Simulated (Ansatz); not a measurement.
## A computed series for Si: response to strain

Consider Si in the diamond structure (space group Fd-3m, No. 227; a = 5.4021 Å). Axes: x, y, z lie along the cube axes.

Strains are applied to the cell and any free atomic positions relax; under biaxial strain the out-of-plane vector relaxes too.

The values are results of DFT with LDA, PAW potentials and a 420 eV plane-wave cutoff in Ansatz (a program for electronic structure), spin-orbit coupling left out, not measurements.

```tsv
biaxial strain, plane normal [001], relaxed out of plane (%)	out-of-plane strain (%)
0	0.00
0.5	-0.40
1	?
1.5	-1.22
2	-1.63
```

Question: Fit ε⊥ = −νε + γε² (strains in %) to the rows shown and predict the withheld row.

Answer: Least squares on the printed values gives ν = 0.80 (the biaxial Poisson response) and γ = -0.007 (largest residual 0.00 %); this predicts -0.81 %, and the run gives -0.81 %, in agreement.

Stability against distortions was not tested.
